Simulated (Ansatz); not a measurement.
This Ansatz (a program for electronic structure) input is the reference run, HgSe in the zinc blende structure (space group F-43m, No. 216), computed with DFT with PBEsol, PAW potentials and a 420 eV plane-wave cutoff in Ansatz, no SOC:

Ansatz 0.2 input:
```yaml
crystal:
  lattice:
    - [0, 3.0666585347, 3.0666585347]
    - [3.0666585347, 0, 3.0666585347]
    - [3.0666585347, 3.0666585347, 0]
  atoms:
    - { symbol: Se, position: [0.25, 0.25, 0.25] }
    - { symbol: Hg, position: [0, 0, 0] }
basis: { ecutwfc: 420, ecutrho_ratio: 4, xc_grid: 2, fft_grid_basis: typed }
kpoints: { mp_grid: { grid: [9, 9, 9] } }
hamiltonian:
  xc: pbesol
  dispersion: none
  pseudopotentials: { kind: paw }
scf: { occupations: { method: fermi_dirac, width: 0.05 }, convergence: { dr2_threshold: 0.0000000002 } }
output: { forces: true, stress: true }
checkpoint: { write: state.ck, write_every: 1000 }
```

Write the input for this change: tensile biaxial strain of 2.04 % in the plane normal to [001], as in epitaxy on a mismatched substrate; the out-of-plane cell vector and the atoms relax.


Ansatz 0.2 input:
```yaml
crystal:
  lattice:
    - [4.4253830568, 0, 0]
    - [0, 4.4253830568, 0]
    - [2.2126915284, -2.2126915284, 3.0353786176]
  atoms:
    - { symbol: Se, position: [0.75, 0.75, 0.5] }
    - { symbol: Hg, position: [0, 0, 0] }
basis: { ecutwfc: 420, ecutrho_ratio: 4, xc_grid: 2, fft_grid_basis: typed }
kpoints: { mp_grid: { grid: [9, 9, 9] } }
hamiltonian:
  xc: pbesol
  dispersion: none
  pseudopotentials: { kind: paw }
scf: { occupations: { method: fermi_dirac, width: 0.05 } }
relax: { f_tol: 0.005, max_steps: 50, cell: { stress_tol: 0.01, fix: [a, b, gamma] } }
output: { forces: true, stress: true }
checkpoint: { write: state.ck, write_every: 1000 }
```
This is the input that was run; other choices of cell and start would serve too.

No phonon test of stability was made. All final runs are without spin polarisation.
